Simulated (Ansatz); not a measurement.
Start from CaO in the rock salt structure (space group Fm-3m, No. 225; a = 4.767 Å). Axes: x, y, z lie along the cube axes.

Now apply this change: compressive biaxial strain of 1.00 % in the plane normal to [001], as in epitaxy on a mismatched substrate; the out-of-plane cell vector and the atoms relax.

The values are results of Ansatz (a first-principles code) PBEsol, no spin-orbit coupling, not measurements.

### Question
Give the band edges at the high-symmetry points of the new zone, measured from its valence-band maximum.

### Answer
| point | valence edge (eV) | conduction edge (eV) |
|---|---|---|
| Γ | 0.00 | 4.88 |
| X | -0.38 | 3.51 |
| P | -1.05 | 6.29 |
| N | -1.30 | 7.20 |
| M | -0.35 | 3.56 |
| S | -0.85 | 5.25 |
| S₀ | -0.85 | 5.25 |
| R | -1.08 | 6.26 |
| G | -1.08 | 6.26 |

The gap is 3.51 eV, indirect, Γ → X.

Whether these cells are dynamically stable was not tested. k-point labels follow each cell's own Brillouin zone.
